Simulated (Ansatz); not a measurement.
An Ansatz (a first-principles code) input (Ansatz, PBEsol, PAW, cutoff 420 eV, no SOC):

Ansatz 0.2 input:
```yaml
crystal:
  lattice:
    - [0, 2.2600960433, 2.3052979642]
    - [2.2600960433, 0, 2.3052979642]
    - [2.2600960433, 2.2600960433, 0]
  atoms:
    - { symbol: B, position: [0, 0, 0] }
    - { symbol: P, position: [0.25, 0.25, 0.25] }
basis: { ecutwfc: 420, ecutrho_ratio: 4, xc_grid: 2, fft_grid_basis: typed }
kpoints: { mp_grid: { grid: [13, 13, 13] } }
hamiltonian:
  xc: pbesol
  dispersion: none
  pseudopotentials: { kind: paw }
scf: { occupations: { method: fermi_dirac, width: 0.05 }, convergence: { dr2_threshold: 0.0000000002 } }
relax: { f_tol: 0.005, max_steps: 50 }
output: { forces: true, stress: true }
checkpoint: { write: state.ck, write_every: 1000 }
```

Q: Which symmetry and how many k-points will the program report, and about how many plane waves at Γ?

A: Space group I-4m2 (ITA 119) with 8 operations, k-points 196 of 2197, and 459 plane waves at Γ.

Q: And the final pressure?

A: -3.24 GPa (compression positive).

The cells carry an imposed strain or load. Stability against distortions was not tested. The cell was made from BP in the zinc blende structure (space group F-43m, No. 216) by this change: uniaxial strain ε_zz = +2.00 %.
